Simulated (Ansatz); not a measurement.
Defect migration in silicon: interstitial P, charge state +1. Calculation: PBE, PAW (plane waves to 420 eV; Ansatz, a first-principles code).

Settings: 64 host sites, the relaxed PBE lattice, a 2×2×2 k-point mesh shifted by half a step, smearing 0.01 eV, spin-restricted, no image-charge correction. Static, classical nuclei. The charge state is imposed; whether it is stable for some Fermi level was not computed. Sites that were not tried may lie lower.

Barriers: single points on a 3×3×3 k-point mesh shifted by half a step at the bands' geometries.

Relaxed starting cell (atoms counted from 1):

```xyz
65
Lattice="10.9400 0.0000 0.0000 0.0000 10.9400 0.0000 0.0000 0.0000 10.9400" Properties=species:S:1:pos:R:3 pbc="T T T"
Si    -0.0149    -0.0081     2.7312
Si    -0.0332     0.0093     8.2109
Si    -0.0406     5.4699     2.7293
Si    -0.0283     5.4700     8.2214
Si     5.4461     0.0159     2.7295
Si     5.4464     0.0040     8.2217
Si     5.4573     5.4600     2.6156
Si     5.4590     5.4566     8.2525
Si     1.3197     4.1203     1.3465
Si     1.3165     4.0472     6.8959
Si     1.3639     9.5522     1.3909
Si     1.3198     9.5965     6.8227
Si     6.8692     4.0463     1.3444
Si     6.7905     4.1257     6.8171
Si     6.7968     9.5961     1.3468
Si     6.8693     9.5992     6.8969
Si    -0.0333     2.7322    -0.0062
Si    -0.0280     2.7216     5.4730
Si    -0.0149     8.2119     0.0111
Si    -0.0407     8.2138     5.4731
Si     5.4463     2.7216    -0.0007
Si     5.4591     2.6899     5.4864
Si     5.4460     8.2137    -0.0131
Si     5.4577     8.3272     5.4839
Si     1.3311     1.3632     4.1062
Si     1.3413     1.3577     9.5854
Si     1.2993     6.8499     4.0931
Si     1.3309     6.8368     9.5797
Si     6.8228     1.3497     4.1063
Si     6.8213     1.3755     9.5678
Si     6.9369     6.8494     4.0943
Si     6.8227     6.8368     9.5930
Si     2.7045    -0.0086     0.0116
Si     2.7024     0.0165     5.4726
Si     2.7023     5.4704    -0.0137
Si     2.5887     5.4592     5.4843
Si     8.1838     0.0094    -0.0063
Si     8.1950     0.0037     5.4733
Si     8.1947     5.4698    -0.0006
Si     8.2252     5.4575     5.4854
Si     4.0677     3.9786     4.0954
Si     4.0789     4.0932     9.5930
Si     4.0659     9.6161     4.0935
Si     4.0793     9.5849     9.5801
Si     9.5655     4.0935     4.1064
Si     9.5405     4.0948     9.5675
Si     9.5537     9.5855     4.1055
Si     9.5584     9.5748     9.5856
Si     2.6556     2.7078     2.6823
Si     2.7288     2.7108     8.2321
Si     2.7345     8.1812     2.7618
Si     2.6556     8.2609     8.2352
Si     8.2057     2.7103     2.7563
Si     8.1608     2.7550     8.1881
Si     8.2094     8.2603     2.6828
Si     8.2055     8.1868     8.2326
Si     4.0794     1.3629     1.3583
Si     4.0789     1.3497     6.8499
Si     4.0656     6.8498     1.3264
Si     4.0680     6.8483     6.9640
Si     9.5585     1.3574     1.3682
Si     9.5406     1.3757     6.8484
Si     9.5536     6.8375     1.3575
Si     9.5653     6.8366     6.8495
P      4.7618     6.1527     4.7892
```
Cell charge +1.

End state 1 differs by these moves (Å; atoms that move under 0.08 Å are left out):

```csv
atom,element,Δx,Δy,Δz
8,Si,0.00,0.03,0.08
14,Si,0.15,-0.03,0.03
24,Si,0.00,-0.08,-0.03
31,Si,-0.15,-0.03,0.03
41,Si,0.00,0.12,-0.12
54,Si,0.05,-0.07,0.07
55,Si,-0.05,-0.07,0.07
60,Si,0.00,0.11,-0.11
65,P,0.00,-1.37,1.37
```

Question: Give the forward and backward barriers to end state 1 at the level PBE, PAW.

Answer: forward 0.73 eV, backward 0.73 eV; at the saddle point atom 65 has neighbours Si at 2.16, 2 Si at 2.30 Å. The saddle point's order was not checked, and it lies on a symmetry element of the cell, where a band can be held.
